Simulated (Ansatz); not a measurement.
The parent structure is BeS (space group P6_422, No. 181; a = 3.4519 Å, c = 7.8117 Å; a hypothetical phase, not in the database extracts checked).

(Cell as relaxed with PBE.)

Levels (all Ansatz, a program for electronic structure, PAW): PBE (420 eV, no spin-orbit coupling); PBEsol (420 eV, no SOC).

Each level relaxes its own structure.

```
quantity                  PBE  PBEsol
-------------------  --------  ------
volume per atom      13.44 Å³       …
lattice parameter a   3.452 Å       …
lattice parameter c   7.812 Å       …
```

Predict the PBEsol column.


- volume per atom, PBEsol: 13.10 Å³
- lattice parameter a, PBEsol: 3.424 Å
- lattice parameter c, PBEsol: 7.746 Å

PBE's volume per atom lies 0.331 Å³ above PBEsol's (2.5 %); PBE's lattice parameter a lies 0.028 Å above PBEsol's (0.8 %); PBE's lattice parameter c lies 0.066 Å above PBEsol's (0.9 %). Neither level is exact; PBEsol is the comparison here, not a measurement.

No phonon test of stability was made. The base started in P3_121 and relaxed to P6_422 at this level.
